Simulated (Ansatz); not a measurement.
We consider SiO2 (model structure, started from the cotunnite type, Cmce, No. 64, 12 atoms in the cell), described by LDA in Ansatz (plane waves, PAW).

Settings: plane-wave cutoff 520 eV, 8×12×4 k mesh (along the axes of the cell as run), Fermi–Dirac smearing 0.01 eV, scalar-relativistic PAW data made under PBE.

Cell (relaxed with PBEsol):

```cif
data_O8Si4
_chemical_formula_sum 'Si4 O8'
_space_group_name_H-M_alt 'P 1'
_space_group_IT_number 1
_cell_length_a 4.63948
_cell_length_b 2.67893
_cell_length_c 10.95719
_cell_angle_alpha 90.000
_cell_angle_beta 90.000
_cell_angle_gamma 90.000
loop_
_space_group_symop_operation_xyz
  'x, y, z'
loop_
_atom_site_label
_atom_site_type_symbol
_atom_site_fract_x
_atom_site_fract_y
_atom_site_fract_z
_atom_site_occupancy
Si1 Si 0.75000 0.25000 0.50000 1
Si2 Si 0.25000 0.25000 0.00000 1
Si3 Si 0.25000 0.75000 0.50000 1
Si4 Si 0.75000 0.75000 0.00000 1
O1 O 0.58333 0.25000 0.91672 1
O2 O 0.08333 0.25000 0.58328 1
O3 O 0.41667 0.75000 0.08328 1
O4 O 0.91667 0.75000 0.41672 1
O5 O 0.41667 0.25000 0.41672 1
O6 O 0.91667 0.25000 0.08328 1
O7 O 0.58333 0.75000 0.58328 1
O8 O 0.08333 0.75000 0.91672 1
```

### Question
Give the computed band gap and smallest direct gap on the k points sampled.

### Answer

- band gap = 6.40 eV (indirect)
- smallest direct gap on the k points sampled = 6.92 eV

Note: the relaxation could raise the start's symmetry but not lower it, so the cell can be a saddle point; cell and atoms aren't relaxed at this level (largest force component 0.46 eV/Å, pressure -5.0 GPa).

Computed values are for the static lattice.

A model structure was made by putting elements into a prototype or built by hand; it is no filed structure, need not be a known phase, and can be a saddle point held by its symmetry.

Ansatz is a program for electronic structure.
